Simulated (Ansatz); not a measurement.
# Ge, pressure series

The parent structure is Ge in the diamond structure (space group Fd-3m, No. 227; a = 5.676 Å).

Cell and atoms are relaxed at each pressure.

Computed with DFT with PBEsol, PAW potentials and a 420 eV plane-wave cutoff in Ansatz (a program for electronic structure), without spin-orbit coupling.

Notes on the quantities. enthalpy: H = E + PV relative to the base's energy.

```tsv
variant	lattice parameter a	enthalpy
base	5.676 Å	–
pressure −2 GPa	5.737 Å	-0.29 eV/atom
pressure −1 GPa	5.705 Å	-0.14 eV/atom
pressure 0.3 GPa	5.668 Å	+0.04 eV/atom
pressure 0.7 GPa	(withheld)	+0.10 eV/atom
pressure 1.5 GPa	5.636 Å	+0.21 eV/atom
pressure 3 GPa	5.600 Å	+0.42 eV/atom
pressure 5 GPa	5.556 Å	+0.69 eV/atom
pressure 7.5 GPa	5.508 Å	+1.02 eV/atom
pressure 10 GPa	5.466 Å	+1.34 eV/atom
```

Q: Fill in the withheld entries from the trend.

A: 
- pressure 0.7 GPa, lattice parameter a: 5.657 Å

Load acts through the strain it causes; cell and atoms are relaxed under it. No phonon test of stability was made. Tetrahedral semiconductors of this kind turn to denser phases somewhere between about 1 and 50 GPa; those were not computed, so compressed cells here can lie past the real transition.
